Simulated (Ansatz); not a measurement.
Input and output of a self-consistent single point for AlGaN2 (P3m1, 4 atoms in the cell) (Ansatz, a first-principles code).

Method: LDA (PW92), default PAW files made with PBE (plane waves; Ansatz).

```yaml
crystal:
  lattice:
    - [3.12955, 0.00000, 0.00000]
    - [-1.56478, 2.71027, 0.00000]
    - [0.00000, 0.00000, 5.07141]
  atoms:
    - { symbol: Al, position: [0.00000, 0.00000, 0.00912] }
    - { symbol: Ga, position: [0.66667, 0.33333, 0.49717] }
    - { symbol: N, position: [0.66667, 0.33333, 0.11180] }
    - { symbol: N, position: [0.00000, 0.00000, 0.62816] }
```

Reference input (self-consistent single point, DFT, LDA (PW92), plane waves, default PAW files made with PBE): basis.ecutwfc = 420 eV; kpoints.mp_grid.grid = 9 9 5; hamiltonian.xc = lda; hamiltonian.pseudopotentials = {kind: paw} (the program's default PAW files); scf.occupations.method = fixed. This run's input differs from it in these lines:

Ansatz 0.2 input:
```diff
@@ -13,2 +13,3 @@
   ecutwfc: 420.0 eV
+  ecutrho_ratio: 2
 kpoints:
```

The program printed (abridged):

```
SCF iter   1: F=—  HF=-4971.932841 eV  |F-HF|=—  |Δ(HF+E_count)|=         —  Δρ=1.17e-2  dr2=6.19e-2  ethr=1.77e-3  ⟨swp⟩=4.6  Hψ=3700  notcnv=0  defer=81
all-band conjugate gradients solve this SCF's bands
preconditioner: auto → none
SCF iter   2: F=—  HF=-4971.917525 eV  |F-HF|=—  |Δ(HF+E_count)|=   1.53e-2  Δρ=6.04e-3  dr2=1.07e-2  ethr=2.38e-4  ⟨swp⟩=2.2  Hψ=1655  notcnv=0  defer=99
SCF iter   3: F=—  HF=-4971.914235 eV  |F-HF|=—  |Δ(HF+E_count)|=   3.29e-3  Δρ=1.64e-3  dr2=5.28e-4  ethr=4.11e-5  ⟨swp⟩=2.0  Hψ=1283  notcnv=0  defer=100
SCF iter   4: F=—  HF=-4971.914041 eV  |F-HF|=—  |Δ(HF+E_count)|=   1.95e-4  Δρ=5.55e-4  dr2=8.01e-5  ethr=2.03e-6  ⟨swp⟩=2.9  Hψ=1579  notcnv=0  defer=100
SCF iter   5: F=—  HF=-4971.914009 eV  |F-HF|=—  |Δ(HF+E_count)|=   3.17e-5  Δρ=1.16e-4  dr2=4.59e-6  ethr=3.08e-7  ⟨swp⟩=2.0  Hψ=1471  notcnv=0  defer=8
SCF iter   6: F=—  HF=-4971.914008 eV  |F-HF|=—  |Δ(HF+E_count)|=   9.09e-7  Δρ=3.67e-5  dr2=6.74e-7  ethr=1.77e-8  ⟨swp⟩=2.0  Hψ=1203  notcnv=0  defer=6
SCF iter   7: F=-4971.914008 eV  HF=-4971.914008 eV  |F-HF|=8.82e-9  |Δ(HF+E_count)|=   1.63e-7  Δρ=1.09e-5  dr2=3.06e-8  ethr=3.85e-10  ⟨swp⟩=6.4  Hψ=4476  notcnv=0
SCF 1 converged in 7 iterations: F = -4971.914008 eV  dr2 = 3.06e-8
Free energy (F): -4971.914008 eV
Internal energy: -4971.914008 eV  (E = F + TS)
E sigma→0 (E₀):  -4971.914008 eV
Fermi energy:    8.507274 eV
--- Forces (eV/Å), atoms counted from 1 ---
  atom   1  Al     0.00000000     0.00000000    -0.95676777
  atom   2  Ga    -0.00000000    -0.00000000     0.41485685
  atom   3  N      0.00000000     0.00000000     0.40030277
  atom   4  N      0.00000000     0.00000000     0.14171043
--- Stress (GPa, compression-positive) ---
       -0.682095      -0.000000       0.000000
       -0.000000      -0.682095      -0.000000
        0.000000      -0.000000      -3.318968
  P = ⅓ Tr σ = -1.5611 GPa (-15.611 kbar)
  The stress holds the Pulay correction, which leaves out the density cutoff's part. Without it, at fixed plane waves, as pw.x and ABINIT print it …
settings of this run that can trade accuracy for cost: basis.ecutrho_ratio < 4. Do not mix this run's numbers with those of runs without the same settings …
```

The run converged in 7 iterations. Against the reference run the free energy goes down by 5.0 meV/atom, the pressure goes from -2.09 to -1.56 GPa, the largest force stays at 0.957 eV/Å and the gap on the mesh stays at 2.935 eV. The full log also holds: “WARN basis.ecutrho_ratio = 2 (ecutrho = 840 eV) is below the records' recommended cutoff”.

The starting cell comes from a database of computed structures (which also holds hypothetical and non-ambient phases and stackings), without a prior relaxation at this level. Its lattice was rescaled by up to half a per cent. One atom was moved a little off its site on purpose. Ansatz's pressure includes its estimate of the finite-basis (Pulay) stress. Without the estimate this run gives -2.22 GPa. The cutoff lies below the one recommended for these files.
